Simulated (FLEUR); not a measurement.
## Several settings converged on Na (Im-3m, 1 atom in the cell)

```yaml
crystal:
  lattice:
    - [-2.14065, 2.14065, 2.14065]
    - [2.14065, -2.14065, 2.14065]
    - [2.14065, 2.14065, -2.14065]
  atoms:
    - { symbol: Na, position: [0.00000, 0.00000, 0.00000] }
```

Base method: PBE, all-electron FLAPW (FLEUR), scalar-relativistic valence.

Base settings: Kmax = 3.8 1/bohr; GmaxXC = 13.3 1/bohr; xcFunctional = pbe; jspins = 1; l_soc = F; mode = hist; fermiSmearingEnergy = 0.00367493 Htr; mesh (inpgen div1-3) = 6 6 6; inpgen gamma flag = true; Gmax = 13.3 1/bohr.

**The k-point mesh at a smearing width of 0.05 eV**

In this ladder: fermiSmearingEnergy = 0.00183747 Htr. Moved along: kpt_gamma.

The second cell is the first with its lattice scaled by 0.98.

Only quantities that move along the ladder and can be compared are tabulated.

```tsv
kpt_div	free energy less the last step's (meV/atom)	energy of the compressed cell less the first (meV/atom)
4 4 4	123.49	1.41
6 6 6	28.15	-1.57
7 7 7	-1.90	-2.99
8 8 8	8.35	-2.60
12 12 12	1.66	-2.85
14 14 14	-0.04	-2.94
17 17 17	0.33	-2.94
21 21 21	0.26	-2.95
26 26 26	0.00	-2.96
```

Coarsest kpt_div that holds the free energy within 1 meV/atom of the last step, with all finer ones: 14 14 14; the step before is off by 1.7 meV/atom.

Coarsest kpt_div that holds the energy of the compressed cell less the first within 2 meV/atom of the last step, with all finer ones: 6 6 6; the step before is off by 4.4 meV/atom.

The energy difference between the two cells stays within 1 meV/atom of the last step's from 7 7 7 on, the total only from 14 14 14 on: much of the error is common to both cells and cancels.

**The width of Gaussian smearing**

In this ladder: mode = gauss; kpt_div = 10 10 10.

Narrow widths need finer meshes than wide ones, so the last steps can hold mesh noise.

Only quantities that move along the ladder and can be compared are tabulated; pressure and forces are left out, as mesh noise rules them at narrow widths.

```tsv
fermiSmearingEnergy	total energy (no entropy term) less the last step's (meV/atom)
0.0367493 Htr	112.49
0.0183747 Htr	26.07
0.0110248 Htr	8.71
0.00734986 Htr	3.05
0.00367493 Htr	0.21
0.00183747 Htr	0.00
```

Widest fermiSmearingEnergy that holds the total energy (no entropy term) within 1 meV/atom of the last step, with all finer ones: 0.00367493 Htr; the step before is off by 3.0 meV/atom.

On the base run: the starting cell has typed, rounded lattice constants, without a prior relaxation at this level. Its lattice was rescaled by up to half a per cent. Values depend on the basis (sphere radii, cutoffs, local orbitals), which need not be converged.

Left out of this page: 2 runs of the series outside the window shown, repeating another row's setting, or not comparable; 1 run of the series failed or unconverged.
